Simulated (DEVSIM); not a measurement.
Device: abrupt GaP n-p junction, at 250 K.

Layer 1 from the left is GaP, thickness (μm) 18.0, Nd (cm⁻³) 1.1e15, τn (s) 8.7e-7, τp (s) 8.7e-7. Layer 2 from the left is GaP, thickness (μm) 5.60, Na (cm⁻³) 3e14, τn (s) 8.7e-7, τp (s) 8.7e-7.

Left contact: ohmic. Right contact: ohmic. Voltage is applied to the left contact. Recombination: SRH at mid-gap, radiative. Mobility is constant in doping.

This is a model device: material constants are rounded textbook-type values typed into the input, and sizes, dopings and lifetimes were drawn at random. Values at 300 K; Nc and Nv go as T^1.5, mobilities as T to minus their exponent, the gap by Varshni's rule with the affinity fixed.

GaP: gap (eV) 2.26, affinity (eV) 3.8, permittivity 11.1, Nc (cm⁻³) 1.8e19, Nv (cm⁻³) 1.9e19, μn (cm²/Vs) 250, μp (cm²/Vs) 150, T exponent of μn 1.6, T exponent of μp 1.98, B (cm³/s) 1e-13, Varshni α (eV/K) 0.00058, Varshni β (K) 372.

Model (solved in DEVSIM): 1D drift-diffusion, Boltzmann statistics, complete ionisation; no tunnelling, impact ionisation, image-force lowering or self-heating.

Q: What does the simulation give for the dark forward voltage at 1 A/cm², the dark forward voltage at 100 A/cm², the largest field in the device at zero bias?

A: dark forward voltage at 1 A/cm² 1.863 V; dark forward voltage at 100 A/cm² 2.798 V; largest field in the device at zero bias 12000 V/cm.
